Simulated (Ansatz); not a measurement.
Density of states of BeS (F-43m) below the valence band maximum, HSE06, rigid bands in Ansatz (a program for electronic structure); cell volume 28.3 Å³.

(energy from edge (eV), 10⁻³ states/eV/cell): (0.006, 44.8); (0.031, 106); (0.056, 142); (0.081, 171); (0.106, 196); (0.131, 218); (0.156, 240); (0.181, 259); (0.206, 277); (0.231, 295); (0.256, 313); (0.281, 329); (0.319, 356); (0.344, 370); (0.369, 388); (0.394, 403); (0.419, 418); (0.444, 436); (0.469, 452); (0.494, 468); (0.519, 484); (0.544, 501); (0.569, 518); (0.594, 535)

Q: What effective density of states at 300 K does this give (∫ g(E) exp(−E/k_BT) dE, both spins, divided by the cell's size)?

A: 7.8e19 cm⁻³, a density-of-states mass of 2.1 mₑ, valleys and band degeneracy included.

Spin-orbit coupling is left out; where it splits the top of the valence band, N_v and the p-type Seebeck coefficient come out somewhat high without it. Geometry: cell and atoms relaxed with PBEsol.
